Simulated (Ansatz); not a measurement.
1T (CdI2-type) MnBr2, treated with PBEsol-D3(BJ) in Ansatz (plane waves, PAW).

Numerical settings: plane-wave cutoff 520 eV, 12×12×6 k mesh (along the axes of the cell as run), Fermi–Dirac smearing 0.01 eV, spin-polarised with parallel moments, scalar-relativistic PAW data made under PBE.

A third-order Birch–Murnaghan fit to the energies gives V0 = 24.278 Å³/atom, B0 = 25.9 GPa, B′ = 9.4.

| V (Å³/atom) | P (GPa) |
|---|---|
| 23.312 | [?] |
| 23.798 | [?] |
| 24.284 | -0.004 |
| 24.769 | [?] |
| 25.255 | [?] |

Q: Estimate the withheld pressures from this fit; the answers are the runs' own values.

A: 
- 23.312, P (GPa): 1.264
- 23.798, P (GPa): 0.572
- 24.769, P (GPa): -0.472
- 25.255, P (GPa): -0.838

The formula P = (3/2) B0 (x^(7/3) − x^(5/3)) [1 + (3/4)(B′ − 4)(x^(2/3) − 1)] with x = V0/V meets the computed pressures within 0.01 GPa when these rounded values are put in.

Shape and atoms are relaxed at each volume.

Note: the magnetic order was assumed, not searched for or taken from measurement; the volume lies 7 % below that of the published cell; the bulk modulus comes from volumes at which shape and atoms were relaxed.

Ansatz is a quantum-chemistry and plane-wave program.
